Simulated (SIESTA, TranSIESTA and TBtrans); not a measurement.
Ta chain with one O atom inserted

System: Ta chain with one O atom inserted. Leads: straight Ta chain, spacing 2.35 Å. Geometry: 3 atoms about the centre moved by SIESTA (PBE, DZP) to a largest force of 0.03 eV/Å, all others as built, motion along the axis alone.

Computed with TranSIESTA and TBtrans, PBE, DZP numerical orbitals (energy shift 0.15 eV), PseudoDojo norm-conserving scalar-relativistic potentials, mesh cutoff 200 Ry, 300 K, spin-polarised (collinear), no spin-orbit coupling; self-consistent non-equilibrium Green functions.

* **Conductance at 300 K (G0 = 2e²/h)**: 0.83
* **Mean T from −0.5 to 0.5 eV**: 0.84
* **Spin polarisation of the conductance, (up − down)/(up + down)**: 0.07

Energies count from the leads' Fermi level. Transmissions are for each spin. The energy step is 0.01 eV; narrower resonances are cut or missed.

| E (eV) | T up | T down | lead channels up | down |
|---|---|---|---|---|
| -2.00 | 0.96 | 0.56 | 4 | 3 |
| -1.80 | 0.99 | 0.58 | 4 | 3 |
| -1.60 | 1.01 | 0.56 | 4 | 3 |
| -1.40 | 1.01 | 0.72 | 4 | 4 |
| -1.20 | 1.01 | 0.76 | 4 | 4 |
| -1.00 | 1.00 | 0.77 | 4 | 4 |
| -0.80 | 0.99 | 0.77 | 4 | 4 |
| -0.60 | 1.03 | 0.76 | 6 | 4 |
| -0.40 | 0.99 | 0.76 | 6 | 4 |
| -0.20 | 0.95 | 0.77 | 6 | 4 |
| 0.00 | 0.89 | 0.78 | 6 | 4 |
| 0.20 | 0.83 | 0.81 | 6 | 6 |
| 0.40 | 0.78 | 0.81 | 6 | 6 |
| 0.60 | 0.74 | 0.82 | 6 | 6 |
| 0.80 | 0.69 | 0.85 | 6 | 6 |
| 1.00 | 0.65 | 0.84 | 6 | 6 |
| 1.20 | 0.59 | 0.79 | 6 | 6 |
| 1.40 | 0.51 | 0.74 | 6 | 6 |
| 1.60 | 0.35 | 0.69 | 4 | 6 |
| 1.80 | 0.28 | 0.63 | 2 | 6 |
| 2.00 | 0.28 | 0.56 | 1 | 6 |

The magnetic order of the leads was set by the start, and no other order was tried; the separate lead runs end at 1.06 (left) and 1.06 (right) μB an atom. The straight chain is held at its spacing; free chains may zigzag or dimerise. Spin-orbit coupling, left out here, matters for the heavy atoms.
